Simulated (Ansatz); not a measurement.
Start from B (space group I4_132, No. 214; a = 4.6330 Å; a hypothetical phase, not in the database extracts checked). Axes: x, y, z lie along the cube axes.

Now apply this change: a pure shear with ε_yz = ε_zy = 0.0236; the atoms relax in the strained cell.

Levels (all Ansatz, a first-principles code, PAW): PBEsol (420 eV, without spin-orbit coupling); r2SCAN (500 eV, no spin-orbit coupling); HSE06 (420 eV, scalar-relativistic without spin-orbit coupling).

One geometry, relaxed with PBEsol, under each level:

```csv
level,band gap,lowest conduction level above the VBM at special points,pressure
PBEsol,1.25 eV,Γ 1.25 eV; Z 2.63 eV; L 2.68 eV; Y 2.86 eV,-0.08 GPa
r2SCAN,1.61 eV,Γ 1.61 eV; Z 2.96 eV; L 3.02 eV; Y 3.21 eV,0.38 GPa
HSE06,?,?,–
```

Give the withheld HSE06 results.


- HSE06, band gap: 2.26 eV
- HSE06, lowest conduction level above the VBM at special points: Γ 2.26 eV; Z 3.56 eV; L 3.62 eV

Single points use the geometry relaxed with PBEsol. Their cutoffs differ, which shifts pressures a little. HSE06 was sampled on its mesh, a few special points and the semilocal edge points, so its gap is an upper bound. Whether these cells are dynamically stable was not tested. k-point labels follow each cell's own Brillouin zone.
